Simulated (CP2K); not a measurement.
Band structure of CsBr (Pm-3m, 2 atoms in the cell).

```yaml
crystal:
  lattice:
    - [4.33816, 0.00000, 0.00000]
    - [0.00000, 4.33816, 0.00000]
    - [0.00000, 0.00000, 4.33816]
  atoms:
    - { symbol: Cs, position: [0.00000, 0.00000, 0.00000] }
    - { symbol: Br, position: [0.50000, 0.50000, 0.50000] }
```

Method of the run: PBE, GPW, DZVP-MOLOPT-SR-GTH basis, GTH-PBE potentials (GTH_POTENTIALS) run with CP2K.

Settings: CUTOFF = 500 Ry; REL_CUTOFF = 60 Ry; KPOINTS/SCHEME = MONKHORST-PACK 6 6 6; GAMMA_CENTERED = T; XC_FUNCTIONAL = PBE; Cs/BASIS_SET = DZVP-MOLOPT-SR-GTH-q9; Cs/POTENTIAL = GTH-PBE-q9; Br/BASIS_SET = DZVP-MOLOPT-SR-GTH-q7; Br/POTENTIAL = GTH-PBE-q7; METHOD = GPW; EPS_DEFAULT = 1e-11; EXTRAPOLATION = USE_GUESS; NGRIDS = 5; SCF_GUESS = ATOMIC.

The starting cell comes from a database of computed structures (which also holds hypothetical and non-ambient phases and stackings), without a prior relaxation at this level. Its lattice was rescaled by a random factor within 2.5 % of one. Values carry the incompleteness of an atom-centred basis.

### Question
Predict the gap along the standard path and the places of the band edges.

### Answer
The gap along the path is 4.44 eV, from M to Γ; the smallest direct gap on it is 4.46 eV.

Levels in eV from the top of the valence band on the SCF mesh, bands 5 to 9:
```
point      5      6      7      8     9
-----  -----  -----  -----  -----  ----
Γ      -6.57  -0.02  -0.02  -0.02  4.44
X      -6.48  -1.27  -0.20  -0.20  6.80
M      -6.42  -0.58  -0.58   0.00  5.71
R      -6.94  -1.12  -1.12  -1.12  8.44
```

Higher empty bands are left out: an atom-centred basis made for the valence describes them poorly.
